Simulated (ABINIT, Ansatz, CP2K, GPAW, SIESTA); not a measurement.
# CuI (F-43m, 2 atoms in the cell) computed with different codes at matched settings

Band-structure calculation.

```
CELL_PARAMETERS angstrom
      0.00000     3.02500     3.02500
      3.02500     0.00000     3.02500
      3.02500     3.02500     0.00000
ATOMIC_POSITIONS crystal
  Cu 0.00000 0.00000 0.00000
  I  0.25000 0.25000 0.25000
```

Shared settings, as Ansatz (a quantum-chemistry and plane-wave program) writes them: kpoints.mp_grid.grid = 5 5 5; scf.occupations.method = fermi_dirac; scf.occupations.width = 0.01 eV. Potentials and cutoffs stand in the table.

```json
[
 {"code": "Ansatz", "model": "PBE, default PAW files", "gap along the path (eV)": "1.14", "smallest direct gap (eV)": "1.14", "cutoff": "420 eV"},
 {"code": "CP2K", "model": "PBE, GPW, TZVP-MOLOPT-SR-GTH basis, GTH-PBE potentials (GTH_POTENTIALS)", "gap along the path (eV)": "1.13", "smallest direct gap (eV)": "1.13", "cutoff": "grid 600 Ry"},
 {"code": "ABINIT", "model": "PBE, PAW (JTH v2.0 PBE PAW)", "gap along the path (eV)": "1.13", "smallest direct gap (eV)": "1.13", "cutoff": "30 Ha"},
 {"code": "SIESTA", "model": "GGA PBE, numerical atomic orbitals DZP, PseudoDojo PBE standard norm-conserving potentials (rewritten from UPF to PSML)", "gap along the path (eV)": "1.60", "smallest direct gap (eV)": "1.60", "cutoff": "grid 300 Ry"},
 {"code": "GPAW", "model": "PBE, GPAW PAW datasets PBE (gpaw-data 1.0.1)", "gap along the path (eV)": "1.16", "smallest direct gap (eV)": "1.16", "cutoff": "850 eV"}
]
```

On Ansatz's run: spin-orbit coupling is off.

The spread over the programs that give each value: gap along the path within 0.47 eV; smallest direct gap within 0.47 eV.

CP2K and SIESTA use small atom-centred bases, whose incompleteness enters pressures, forces and empty levels differently from a plane-wave cutoff.

In the gap along the path, SIESTA stands apart from the plane-wave programs.

The starting cell has typed, rounded lattice constants, without a prior relaxation at this level.

Left out of this page: Quantum ESPRESSO, Elk and FLEUR (not drawn, or without a comparable value).

Keys are those of Ansatz 0.2.
